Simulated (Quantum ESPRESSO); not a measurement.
# Quick settings and what they miss: TaN (P-6m2, 2 atoms in the cell)

Self-consistent single point.

```
CELL_PARAMETERS angstrom
      2.87320     0.00000     0.00000
     -1.43660     2.48827     0.00000
      0.00000     0.00000     2.82457
ATOMIC_POSITIONS crystal
  Ta 0.00000 0.00000 0.50000
  N  0.66667 0.33333 0.00000
```

Method: PBEsol, GBRV 1.5 ultrasoft (PBESOL) pseudopotentials (plane waves; Quantum ESPRESSO 7.5).

Base settings: ecutwfc = 40 Ry; ecutrho = 320 Ry; occupations = smearing; smearing = gaussian; degauss = 0.0099958 Ry; potentials = {Ta: ta_pbesol_v1.uspp.F.UPF, N: n_pbesol_v1.2.uspp.F.UPF}; K_POINTS = automatic 17 17 15 0 0 0; conv_thr = 1e-11 Ry.

Tight run (finer mesh or higher cutoff; not a proven limit): ecutwfc: 40 Ry → 56 Ry; ecutrho: 320 Ry → 448 Ry; conv_thr: 1e-11 Ry → 7.3e-11 Ry; K_POINTS: automatic 17 17 15 0 0 0 → automatic 23 23 21 0 0 0. It gave Fermi level (on the code's own zero) 21.53 eV; pressure 21.00 GPa.

Quick runs, as changes from the base:
- A: the base itself
- B: ecutwfc: 40 Ry → 24 Ry; ecutrho: 320 Ry → 192 Ry; conv_thr: 1e-11 Ry → 7.3e-05 Ry; K_POINTS: automatic 17 17 15 0 0 0 → automatic 3 3 3 1 1 1
- C: ecutwfc: 40 Ry → 20 Ry; ecutrho: 320 Ry → 160 Ry; conv_thr: 1e-11 Ry → 7.3e-06 Ry; K_POINTS: automatic 17 17 15 0 0 0 → automatic 8 8 8 0 0 0
- D: ecutwfc: 40 Ry → 20 Ry; ecutrho: 320 Ry → 160 Ry; smearing: gaussian → fermi-dirac; degauss: 0.0099958 Ry → 0.019992 Ry; K_POINTS: automatic 17 17 15 0 0 0 → automatic 2 2 2 0 0 0
- E: smearing: gaussian → methfessel-paxton; degauss: 0.0099958 Ry → 0.019992 Ry; conv_thr: 1e-11 Ry → 7.3e-05 Ry; pseudopotentials: {Ta: ta_pbesol_v1.uspp.F.UPF, N: n_pbesol_v1.2.uspp.F.UPF} → {Ta: ta_lda_v1.uspp.F.UPF, N: n_lda_v1.2.uspp.F.UPF}; K_POINTS: automatic 17 17 15 0 0 0 → automatic 4 4 4 0 0 0 [LDA (PZ)]
- F: ecutwfc: 40 Ry → 28 Ry; ecutrho: 320 Ry → 224 Ry; K_POINTS: automatic 17 17 15 0 0 0 → automatic 4 4 4 0 0 0

Energies are extrapolated to zero smearing width, which holds to low order in the width alone (under cold and Methfessel-Paxton smearing the free energy itself is taken).

Dashes: pressure of B, C, E, not trusted under this conv_thr with d or f elements; energy of E, another energy zero.

† marks runs with another functional, U, potentials or spin treatment: their distance from the tight run is not a convergence error alone.

The count of work is k-points × plane waves × bands × iterations; it is no time. 

The starting cell comes from a database of computed structures (which also holds hypothetical and non-ambient phases and stackings), without a prior relaxation at this level. Its lattice was rescaled by a random factor within 2.5 % of one. Spin polarisation is off. In the base run, with a pressure of about 19 GPa the cell is away from its equilibrium volume at this level.

| run | energy less tight (meV/atom) | pressure less tight (GPa) | count of work / tight |
|---|---|---|---|
| A | 23.8 | -1.55 | 0.29 |
| B | 330.9 | – | 0.0016 |
| C | 1450.5 | – | 0.0097 |
| D | 1347.8 | -102.43 | 0.0012 |
| E† | – | – | 0.0067 |
| F | 196.0 | -7.43 | 0.0078 |

Among the runs at the tight run's level, the energy misses run from 23.8 to 1450.5 meV/atom.
